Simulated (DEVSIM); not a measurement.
Device: abrupt Si n-p junction, at 400 K.

```tsv
layer (left to right)	material	thickness (μm)	Nd (cm⁻³)	Na (cm⁻³)	τn (s)	τp (s)
1	Si	3.10	3.7e18	-	4.1e-6	4.1e-6
2	Si	1.10	-	3.6e14	4.1e-6	4.1e-6
```

Left contact: ohmic. Right contact: ohmic. Voltage is applied to the left contact. Recombination: SRH at mid-gap. Gap narrowing is on: ΔEg = 6.92 meV × (l + √(l² + 0.5)), l = ln(N/1.3e17 cm⁻³), shared equally by both band edges. Mobility is μmin + (μ − μmin)/(1 + (N/Nref)^α).

Constants are typed, rounded textbook-type inputs, not results; the design itself was drawn at random and stands for no fabricated device. Values at 300 K; Nc and Nv go as T^1.5, mobilities as T to minus their exponent, the gap by Varshni's rule with the affinity fixed.

| parameter | Si |
|---|---|
| gap (eV) | 1.124 |
| affinity (eV) | 4.05 |
| permittivity | 11.7 |
| Nc (cm⁻³) | 2.86e19 |
| Nv (cm⁻³) | 3.1e19 |
| μn (cm²/Vs) | 1417 |
| μp (cm²/Vs) | 470 |
| μn,min | 52 |
| μp,min | 45 |
| Nref,n | 9.7e16 |
| Nref,p | 2.2e17 |
| αn | 0.68 |
| αp | 0.72 |
| T exponent of μn | 2.3 |
| T exponent of μp | 2.2 |
| Varshni α (eV/K) | 0.000473 |
| Varshni β (K) | 636 |

Model (solved in DEVSIM): 1D drift-diffusion, Boltzmann statistics, complete ionisation; no tunnelling, impact ionisation, image-force lowering or self-heating.

### Question
Give the small-signal capacitance in reverse bias (quasi-static).

### Answer

```tsv
V (V)	C (nF/cm²)
0.1	10.8
0.25	10.3
0.5	9.96
0.75	9.82
1	9.74
1.5	9.65
2	9.59
2.5	9.55
3.25	9.51
4	9.49
5	9.47
```
